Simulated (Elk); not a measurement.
A self-consistent single point of LaS₂ (P4/nmm, 6 atoms in the cell) with Elk.

Method of the run: PBEsol, all-electron FP-LAPW, Elk's shipped species files, APW+lo basis with extra local orbitals in Elk.

```yaml
crystal:
  lattice:
    - [4.04634, 0.00000, 0.00000]
    - [0.00000, 4.04634, 0.00000]
    - [0.00000, 0.00000, 8.31768]
  atoms:
    - { symbol: La, position: [0.00000, 0.50000, 0.72423] }
    - { symbol: La, position: [0.50000, 0.00000, 0.27577] }
    - { symbol: S, position: [0.00000, 0.50000, 0.36397] }
    - { symbol: S, position: [0.50000, 0.00000, 0.63603] }
    - { symbol: S, position: [0.00000, 0.00000, 0.00000] }
    - { symbol: S, position: [0.50000, 0.50000, 0.00000] }
```

Reference input (self-consistent single point, DFT, PBEsol, all-electron FP-LAPW, Elk's shipped species files, APW+lo basis with extra local orbitals): xctype = 22; rgkmax = 8; stype = 3; swidth = 0.00367493 Ha; ngridk = 7 7 4; gmaxvr = 16 1/bohr; nxlo = 2; lorbcnd = true; lmaxi = 3. This run's input differs from it in these lines:

```diff
@@ -49,3 +49,3 @@
 ngridk
-  7 7 4
+  6 6 3
```

Output, abridged:

```
│ Self-consistent loop started │
│ Loop number : 1 │
 total energy                :     -18609.7621091
│ Loop number : 2 │
 total energy                :     -18609.5746227
RMS change in Kohn-Sham potential (target) :   0.2939652940     (  0.1000000000E-05)
Absolute change in total energy (target)   :   0.1874864037     (  0.1000000000E-03)
│ Loop number : 3 │
 total energy                :     -18608.0783699
RMS change in Kohn-Sham potential (target) :   0.2770910835     (  0.1000000000E-05)
Absolute change in total energy (target)   :    1.543124374     (  0.1000000000E-03)
│ Loop number : 4 │
   [... lines left out ...]
Absolute change in total energy (target)   :   0.7698276095E-03 (  0.1000000000E-03)
│ Loop number : 14 │
 total energy                :     -18583.6568440
RMS change in Kohn-Sham potential (target) :   0.3488240324E-06 (  0.1000000000E-05)
Absolute change in total energy (target)   :   0.1689132405E-03 (  0.1000000000E-03)
│ Loop number : 15 │
 total energy                :     -18583.6568359
RMS change in Kohn-Sham potential (target) :   0.7883369896E-07 (  0.1000000000E-05)
Absolute change in total energy (target)   :   0.5028475061E-04 (  0.1000000000E-03)
Convergence targets achieved

│ Loop number : 16 │

Energies :
 Fermi                       :     0.281946244915
 total energy                :     -18583.6568304

Density of states at Fermi energy :    22.93821076
 (states/Hartree/unit cell)

Estimated indirect band gap :   0.1141609502E-01
 from k-point     18 to k-point      2
Estimated direct band gap   :   0.2385586282E-01
 at k-point      1

Charges :
 core                        :    132.0000000
 valence                     :    46.00000000
 interstitial                :    11.11488853
 muffin-tins (core leakage)
  species :    1 (La)
   atom    1                 :    54.54210995     (  0.2248311487E-03)
   atom    2                 :    54.54210995     (  0.2248311487E-03)
  species :    2 (S)
   atom    1                 :    14.54070829     (  0.7074957672E-04)
   atom    2                 :    14.54070829     (  0.7074957672E-04)
   atom    3                 :    14.35973749     (  0.6894722560E-04)
   atom    4                 :    14.35973749     (  0.6894722560E-04)
 total in muffin-tins        :    166.8851115
 total calculated charge     :    177.9897071
 total charge                :    178.0000000
 error                       :   0.1029288486E-01

│ Self-consistent loop stopped │
```

The run converged in 16 iterations. The count includes the last loop, which Elk runs after its targets are met. Against the reference run the free energy falls by 1.1 meV/atom.

The starting cell comes from a database of computed structures (which also holds hypothetical and non-ambient phases and stackings), without a prior relaxation at this level. Values depend on the basis (sphere radii, cutoffs, local orbitals), which need not be converged. The log's line on a gap gives a spacing of levels on this mesh, which the program prints for metals too.

Cost on one core of a shared machine: roughly 3 min.
